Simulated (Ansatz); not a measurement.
The reference is PdCl2 in the fluorite structure (space group Fm-3m, No. 225; a = 6.166 Å; ferromagnetic; a hypothetical phase, not in the database extracts checked; relaxed with 0.1 eV smearing). Axes: x, y, z lie along the cube axes.

Calculations: Kohn–Sham DFT with the PBEsol functional, run in Ansatz (a quantum-chemistry and plane-wave program) with PAW and 420 eV plane waves, without spin-orbit coupling.

A first run, uniaxial strain ε_zz = +1.83 %, gives secant values C11 ≈ 130 GPa and C12 ≈ 34 GPa from its stress. A second run applies biaxial strain −2.42 %, plane normal [001], relaxed out of plane.

What does linear elasticity predict for −ε⊥/ε∥ in the second run, and what does the run give?

Linear elasticity: 2 C12/C11 = 0.52. The run gives 0.59; any difference comes from nonlinear terms at these strains and numerical noise.

The magnetic state is the one reached from the starting moments; the real material's order can differ, and small cells can't hold many antiferromagnetic ones. Whether these cells are dynamically stable was not tested. No Hubbard U is applied, and correlation can decide whether such a compound is a metal.
